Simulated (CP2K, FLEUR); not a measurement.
A FLEUR input for a self-consistent single point of ScAg₄ (I4/m, 5 atoms in the cell) (DFT, LDA (Perdew-Zunger), all-electron FLAPW (FLEUR), scalar-relativistic valence):

Input of the input generator:

```
ScAg4 crystal
&input film=f /
-6.1125043433 6.1125043433 3.7809489123
6.1125043433 -6.1125043433 3.7809489123
6.1125043433 6.1125043433 -3.7809489123
1.0
1.0 1.0 1.0

5
21 0.0000000000 0.0000000000 -0.0000000000
47 0.1996100000 0.5996300000 0.7992400000
47 0.8003900000 0.4003700000 0.2007600000
47 0.5996300000 0.8003900000 0.4000200000
47 0.4003700000 0.1996100000 0.5999800000

&comp jspins=1 /
&exco xctyp='pz' /
&kpt div1=6 div2=6 div3=6 gamma=t /
&end /
```

```xml
<?xml version="1.0" encoding="UTF-8" standalone="no"?>
<fleurInput fleurInputVersion="0.39">
   <comment>
      ScAg4 crystal                                                                                       
   </comment>
   <calculationSetup>
      <cutoffs Kmax="3.9" Gmax="13.7" GmaxXC="13.7" numbands="0"/>
      <scfLoop itmax="80" minDistance="0.00001" maxIterBroyd="15" imix="Anderson" alpha="0.05" precondParam="0.0" spinf="2.0"/>
      <coreElectrons ctail="T" frcor="F" kcrel="0" coretail_lmax="0"/>
      <xcFunctional name="pz" relativisticCorrections="F"/>
      <magnetism jspins="1"/>
      <soc l_soc="F" theta="0.0" phi="0.0" spav="F"/>
      <expertModes spex="0" secvar="F"/>
      <geometryOptimization l_f="T" forcealpha="1.0" forcemix="BFGS" epsdisp="0.00001" epsforce="0.00001"/>
      <ldaU l_linMix="F" mixParam="0.05" spinf="1.0"/>
   </calculationSetup>
   <cell>
      <bzIntegration valenceElectrons="79.0" mode="hist" fermiSmearingEnergy="0.00367493">
         <kPointListSelection listName="default-1"/>
         <!-- k-points included here -->
         <xi:include xmlns:xi="http://www.w3.org/2001/XInclude" href="kpts.xml"> </xi:include>
      </bzIntegration>
      <!-- symmetry operations included here -->
      <xi:include xmlns:xi="http://www.w3.org/2001/XInclude" href="sym.xml"> </xi:include>
      <bulkLattice scale="1.0">
         <bravaisMatrix>
            <row-1>   -6.1125043433000004     6.1125043433000004     3.7809489123000000</row-1>
            <row-2>    6.1125043433000004    -6.1125043433000004     3.7809489123000000</row-2>
            <row-3>    6.1125043433000004     6.1125043433000004    -3.7809489123000000</row-3>
         </bravaisMatrix>
      </bulkLattice>
   </cell>
   <atomSpecies>
      <species name="Scandium (Sc)" element="Sc" atomicNumber="21">
         <mtSphere radius="2.59" gridPoints="893" logIncrement="0.014"/>
         <atomicCutoffs lmax="10" lnonsphr="8"/>
         <electronConfig flipSpins="F">
            <coreConfig>(1s1/2) (2s1/2) (2p1/2) (2p3/2)</coreConfig>
            <valenceConfig>(3s1/2) (3p1/2) (3p3/2) (4s1/2) (3d3/2) (3d5/2)</valenceConfig>
            <stateOccupation state="(3d3/2)" spinUp="0.2" spinDown="0.2"/>
            <stateOccupation state="(3d5/2)" spinUp="0.3" spinDown="0.3"/>
         </electronConfig>
         <energyParameters s="4" p="4" d="3" f="4"/>
         <lo type="SCLO" l="0" n="3" eDeriv="0"/>
         <lo type="SCLO" l="1" n="3" eDeriv="0"/>
      </species>
      <species name="Silver (Ag)" element="Ag" atomicNumber="47">
         <mtSphere radius="2.58" gridPoints="889" logIncrement="0.015"/>
         <atomicCutoffs lmax="10" lnonsphr="8"/>
         <electronConfig flipSpins="F">
            <coreConfig>(1s1/2) (2s1/2) (2p1/2) (2p3/2) (3s1/2) (3p1/2) (3p3/2) (4s1/2) (3d3/2) (3d5/2)</coreConfig>
            <valenceConfig>(4p1/2) (4p3/2) (5s1/2) (4d3/2) (4d5/2)</valenceConfig>
            <stateOccupation state="(5s1/2)" spinUp="0.5" spinDown="0.5"/>
         </electronConfig>
         <energyParameters s="5" p="5" d="4" f="4"/>
         <lo type="SCLO" l="1" n="4" eDeriv="0"/>
         <lo type="HELO" l="2" n="5" eDeriv="0"/>
      </species>
   </atomSpecies>
   <atomGroups>
      <atomGroup species="Scandium (Sc)">
         <relPos label="                   1">.0000000000 .0000000000 .0000000000</relPos>
         <force calculate="T" relaxXYZ="TTT"/>
      </atomGroup>
      <atomGroup species="Silver (Ag)">
         <relPos label="                   2">.1996100000 -.4003700000 -.2007600000</relPos>
         <relPos label="                   3">-.1996100000 .4003700000 .2007600000</relPos>
         <relPos label="                   4">-.4003700000 -.1996100000 .4000200000</relPos>
         <relPos label="                   5">.4003700000 .1996100000 -.4000200000</relPos>
         <force calculate="T" relaxXYZ="TTT"/>
      </atomGroup>
   </atomGroups>
   <output dos="F" band="F" slice="F">
      <checks vchk="F" cdinf="F"/>
      <bandDOS minEnergy="-.5*Htr" maxEnergy="0.5*Htr" sigma="0.015" storeEVData="T"/>
      <vacuumDOS vacdos="F" integ="F" star="F" nstars="0" locx1="0.0" locy1="0.0" locx2="0.0" locy2="0.0" nstm="0" tworkf="0.0"/>
      <unfoldingBand unfoldBand="F" supercellX="1" supercellY="1" supercellZ="1"/>
      <plotting iplot="0" polar="F">
         <plot TwoD="T" vec1="  1.0  0.0  0.0" vec2="  0.0  1.0  0.0" vec3="  0.0  0.0  1.0" zero="  0.0  0.0  0.0" file="plot"/>
      </plotting>
      <chargeDensitySlicing numkpt="0" minEigenval="0.0" maxEigenval="0.0" nnne="0" pallst="F"/>
      <specialOutput eonly="F"/>
      <magneticCircularDichroism mcd="F" energyLo="-10.0" energyUp="0.0"/>
   </output>
  <!-- We include the file relax.xml here to enable relaxations (see documentation) -->
  <xi:include xmlns:xi="http://www.w3.org/2001/XInclude" href="relax.xml"> <xi:fallback/> </xi:include>
</fleurInput>
```

Problem. Translate this input to CP2K.

Solution. One input that does it (others would too):

```
&GLOBAL
  PROJECT bulk
  RUN_TYPE ENERGY_FORCE
  PRINT_LEVEL LOW
&END GLOBAL
&FORCE_EVAL
  METHOD Quickstep
  STRESS_TENSOR ANALYTICAL
  &DFT
    BASIS_SET_FILE_NAME BASIS_MOLOPT
    POTENTIAL_FILE_NAME GTH_POTENTIALS
    &QS
      METHOD GPW
      EPS_DEFAULT 1E-10
    &END QS
    &MGRID
      CUTOFF 600
      REL_CUTOFF 40
      NGRIDS 5
    &END MGRID
    &SCF
      SCF_GUESS ATOMIC
      EPS_SCF 1E-6
      MAX_SCF 100
      ADDED_MOS 10
      &DIAGONALIZATION
        ALGORITHM STANDARD
      &END DIAGONALIZATION
      &MIXING
        METHOD BROYDEN_MIXING
        ALPHA 0.3
        NBUFFER 12
      &END MIXING
      &SMEAR ON
        METHOD FERMI_DIRAC
        ELECTRONIC_TEMPERATURE [K] 1160.45
      &END SMEAR
    &END SCF
    &KPOINTS
      SCHEME MONKHORST-PACK 6 6 6
      GAMMA_CENTERED T
    &END KPOINTS
    &XC
      &XC_FUNCTIONAL PADE
      &END XC_FUNCTIONAL
    &END XC
    &PRINT
      &MO
        EIGENVALUES T
        OCCUPATION_NUMBERS T
        NDIGITS 8
        FILENAME mo
        &EACH
          QS_SCF 0
        &END EACH
        ADD_LAST NUMERIC
      &END MO
      &MULLIKEN OFF
      &END MULLIKEN
    &END PRINT
  &END DFT
  &SUBSYS
    &CELL
      ABC 4.99283700 4.99283705 4.99283625
      ALPHA_BETA_GAMMA 99.24094948 99.24093927 132.75203927
      PERIODIC XYZ
    &END CELL
    &COORD
      SCALED
      Sc       0.00000000     0.00000000     0.00000000
      Ag       0.19961000     0.59963000     0.79924000
      Ag       0.80039000     0.40037000     0.20076000
      Ag       0.59963000     0.80039000     0.40002000
      Ag       0.40037000     0.19961000     0.59998000
    &END COORD
    &KIND Sc
      BASIS_SET DZVP-MOLOPT-SR-GTH
      POTENTIAL GTH-PADE-q11
    &END KIND
    &KIND Ag
      BASIS_SET DZVP-MOLOPT-SR-GTH
      POTENTIAL GTH-PADE-q11
    &END KIND
  &END SUBSYS
  &PRINT
    &FORCES ON
    &END FORCES
    &STRESS_TENSOR ON
    &END STRESS_TENSOR
  &END PRINT
&END FORCE_EVAL
```

Basis, cutoffs, solver keys and any potentials are the target program's own. This input uses DFT LDA (Pade form), GPW, DZVP-MOLOPT-SR-GTH basis, GTH-PADE potentials (GTH_POTENTIALS). LDA parametrisations can differ slightly between programs. Both were run: largest force 0.017 eV/Å in FLEUR and 0.019 in CP2K.

On CP2K: the starting cell comes from a database of computed structures (which also holds hypothetical and non-ambient phases and stackings), without a prior relaxation at this level. For this run, on top of that: lattice scaled by 0.98. Values carry the incompleteness of an atom-centred basis.

On FLEUR: the starting cell comes from a database of computed structures (which also holds hypothetical and non-ambient phases and stackings), without a prior relaxation at this level. For this run, on top of that: lattice scaled by 0.98. Values depend on the basis (sphere radii, cutoffs, local orbitals), which need not be converged.
